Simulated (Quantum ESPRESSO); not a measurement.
## Short convergence ladders for BW₂ (I4, 6 atoms in the cell)

```
BW2
1.0
    2.76967    -2.76967     2.37102
    2.76967     2.76967     2.37102
   -2.76967    -2.76967     2.37102
B W
2 4
Direct
  0.00000   0.26054   0.26054
  0.00000   0.75000   0.75000
  0.50000   0.82969   0.67031
  0.50000   0.17031   0.32969
  0.84062   0.32969   0.82969
  0.15938   0.67031   0.17031
```

Base method: PBEsol, GBRV 1.5 ultrasoft (PBESOL) pseudopotentials (plane waves; Quantum ESPRESSO).

Base settings: ecutwfc = 40 Ry; ecutrho = 320 Ry; occupations = smearing; smearing = gauss; degauss = 0.0073499 Ry; potentials = {B: b_pbesol_v1.4.uspp.F.UPF, W: w_pbesol_v1.2.uspp.F.UPF}; K_POINTS = automatic 3 3 3 0 0 0; conv_thr = 1e-09 Ry.

The count of work is k-points × plane waves × bands × iterations; it is no time. Core times come from one kind of shared machine, to one figure; runs under 30 s give none.

**The cutoff for other potential files**

Level: DFT, PBEsol, plane waves, PseudoDojo standard norm-conserving (PBESOL) pseudopotentials.

In this ladder: ecutrho = default; pseudopotentials = {B: B.upf, W: W.upf}.

The second cell is the first with its lattice scaled by 0.98.

The mesh stays at the base's, so the ladder's end is converged at best in this setting alone.

Only quantities that move along the ladder and can be compared are tabulated.

| ecutwfc | free energy less the last step's (meV/atom) | energy of the compressed cell less the first (meV/atom) | pressure (GPa) | largest difference of a force vector from the last step's (eV/Å) | count of work / last | core time / last (rough) |
|---|---|---|---|---|---|---|
| 36 Ry | 799.59 | 48.44 | -39.52 | 0.002 | 0.091 | – |
| 44 Ry | 196.35 | 50.34 | -15.29 | 0.019 | 0.12 | – |
| 56 Ry | 16.91 | 46.20 | -2.51 | 0.001 | 0.19 | – |
| 68 Ry | 4.42 | 45.88 | -1.13 | 0.001 | 0.24 | – |
| 80 Ry | 2.45 | 45.62 | -1.09 | 0.001 | 0.33 | 0.1 |
| 96 Ry | 1.98 | 45.58 | -1.05 | 0.000 | 0.43 | 0.2 |
| 120 Ry | 0.74 | 45.33 | -1.14 | 0.000 | 0.60 | 0.3 |
| 160 Ry | 0.00 | 45.24 | -1.12 | 0.000 | 1.0 | 1 |

Coarsest ecutwfc that holds the pressure within 0.5 GPa of the last step, with all finer ones: 68 Ry, at 0.24 of the last step's count of work; the step before is off by 1.4 GPa.

Coarsest ecutwfc that holds the energy of the compressed cell less the first within 2 meV/atom of the last step, with all finer ones: 56 Ry, at 0.19 of the last step's count of work; the step before is off by 5.1 meV/atom.

Coarsest ecutwfc that holds the forces within 0.005 eV/Å of the last step, with all finer ones: 56 Ry, at 0.19 of the last step's count of work; the step before is off by 0.019 eV/Å.

The energy difference between the two cells stays within 1 meV/atom of the last step's from 56 Ry on, the total only from 120 Ry on: much of the error is common to both cells and cancels.

At the lowest cutoff the pressure lies 38.4 GPa under the last step's, the usual sign of Pulay stress in an incomplete plane-wave basis.

**The relaxed cell against the cutoff**

On BW2 (I4/mcm, 6 atoms in the cell): atoms on their sites.

In this ladder: calculation = vc-relax; tprnfor = default; tstress = default. Moved along: ecutrho.

The mesh stays at the base's, so the ladder's end is converged at best in this setting alone.

Only quantities that move along the ladder and can be compared are tabulated.

```tsv
ecutwfc	relaxed volume (Å³/atom)	relaxation steps	core time / last (rough)
20 Ry	10.861	5	0.2
24 Ry	11.754	4	0.2
28 Ry	12.059	4	0.2
34 Ry	11.985	5	0.2
40 Ry	11.978	4	0.3
48 Ry	12.052	4	0.3
60 Ry	12.081	4	0.6
80 Ry	12.078	4	1
```

Coarsest ecutwfc that holds the relaxed volume within 0.012 Å³/atom of the last step, with all finer ones: 60 Ry; the step before is off by 0.027 Å³/atom.

At the lowest cutoff the cell relaxes to a volume 10 % smaller than at the highest.

On the base run: the starting cell comes from a database of computed structures (which also holds hypothetical and non-ambient phases and stackings), without a prior relaxation at this level. Its lattice was rescaled by up to half a per cent. One atom was moved a little off its site on purpose. Spin polarisation is off. Without a gap this mesh is coarse (it stands for a supercell whose shortest vector is 14 Å).
